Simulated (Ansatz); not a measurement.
Results of LDA in Ansatz (PAW) for YSiNO₂ (model structure, P4/mmm, No. 123, 5 atoms in the cell).

Numerical settings: plane-wave cutoff 520 eV, 10×10×8 k mesh (along the axes of the cell as run), Fermi–Dirac smearing 0.01 eV, scalar-relativistic PAW data made under PBE.

Cell (relaxed at this level):

```xyz
5
Lattice="3.5453 0.0000 0.0000 0.0000 3.5453 0.0000 0.0000 0.0000 3.6546" Properties=species:S:1:pos:R:3 pbc="T T T"
Y      0.0000     0.0000    -0.0061
Si     1.7727     1.7727     1.8212
N      1.7727     1.7727    -0.0061
O      1.7727     0.0000     1.8212
O      0.0000     1.7727     1.8212
```

What does this level give for the band gap and smallest direct gap on the k points sampled?


band gap: 1.47 eV
smallest direct gap on the k points sampled: 2.03 eV

Note: the relaxation could raise the start's symmetry but not lower it, so the cell can be a saddle point.

Spin–orbit coupling is not included.

Static lattice: no zero-point or thermal effects.

It cost around 11 core-seconds (rough) of CPU time.

A model structure was made by putting elements into a prototype or built by hand; it is no filed structure, need not be a known phase, and can be a saddle point held by its symmetry.

Ansatz is a program for electronic structure.
